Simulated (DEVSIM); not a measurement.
Device: Schottky contact on p-type Si, at 300 K.

Layer 1 from the left is Si, thickness (μm) 16.0, Na (cm⁻³) 8.6e16, τn (s) 2.5e-7, τp (s) 2.5e-7.

Left contact: Schottky, work function 4.354 eV, emission velocity 6.9e6 cm/s. Right contact: ohmic. Voltage is applied to the left contact. Recombination: SRH at mid-gap, Auger. Mobility is constant in doping.

This is a model device: material constants are rounded textbook-type values typed into the input, and sizes, dopings and lifetimes were drawn at random. Values at 300 K.

Si: gap (eV) 1.124, affinity (eV) 4.05, permittivity 11.7, Nc (cm⁻³) 2.86e19, Nv (cm⁻³) 3.1e19, μn (cm²/Vs) 1417, μp (cm²/Vs) 470, Cn (cm⁶/s) 2.8e-31, Cp (cm⁶/s) 9.9e-32.

### Question
Estimate by hand the built-in potential, the peak field at zero bias, and compare with a numerical solution.

### Answer

- Built-in potential: barrier φB = 0.820 eV; Vbi = φB − kT/q ln(N_band/N) = 0.668 V; numerical 0.668 V.
- Peak field at zero bias: depletion approximation: W = √(2εVbi/(qN)) = 0.100 μm with N = 8.60e16 cm⁻³; field = 2Vbi/W = 133000 V/cm; numerical 130000 V/cm (estimate above by 2.5 %).

DEVSIM, 1D drift-diffusion, Boltzmann statistics, complete ionisation; no tunnelling, impact ionisation, image-force lowering or self-heating. Metal contacts follow the ideal Schottky-Mott rule: no Fermi-level pinning, no interface dipoles.
